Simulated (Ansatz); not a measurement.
C (P6_3/mmc), Ansatz (a first-principles code) with r2SCAN, rigid bands: N_c = 1.21e19 cm⁻³ at 300 K and an electron conductivity mass of 0.267 mₑ along z (a = (2.50, 0.00, 0.00) Å; b = (-1.25, 2.16, 0.00) Å; c = (0.00, 0.00, 4.16) Å).

Problem. For 1e16 electrons per cm³ at 300 K, place the Fermi level, estimate the Seebeck coefficient of a parabolic band with constant τ, and give mobility and conductivity for τ = 10 fs.

Solution. The level lies k_BT ln(N_c/n) = 0.184 eV below the conduction-band minimum. S ≈ −(k_B/e)[ln(N_c/n) + 5/2] = -827 μV/K, against -826 μV/K from the full bands (mean over directions). μ = eτ/m = 65.9 cm²/(V·s) and σ = neμ = 0.106 S/cm. τ is assumed, not computed.

Band transport and this doping are assumed; polarons and phonon drag are left out. Spin-orbit coupling is left out. Geometry: cell and atoms relaxed with PBEsol.
